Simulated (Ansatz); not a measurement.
Take Sn in the diamond structure (space group Fd-3m, No. 227; a = 6.540 Å; relaxed with 0.1 eV smearing) as the base. Axes: x, y, z lie along the cube axes.

Calculations: PBEsol/PAW in Ansatz (an electronic-structure program), no spin-orbit coupling.

It is then changed as follows: compressive biaxial strain of 3.00 % in the plane normal to [001], as in epitaxy on a mismatched substrate; the out-of-plane cell vector and the atoms relax.

**Question.** Estimate the effect on the out-of-plane strain and in-plane stress.

**Answer.** The out-of-plane strain is +3.07 %; the mean in-plane stress (compression positive) amounts to +2.0 GPa.

Whether these cells are dynamically stable was not tested.
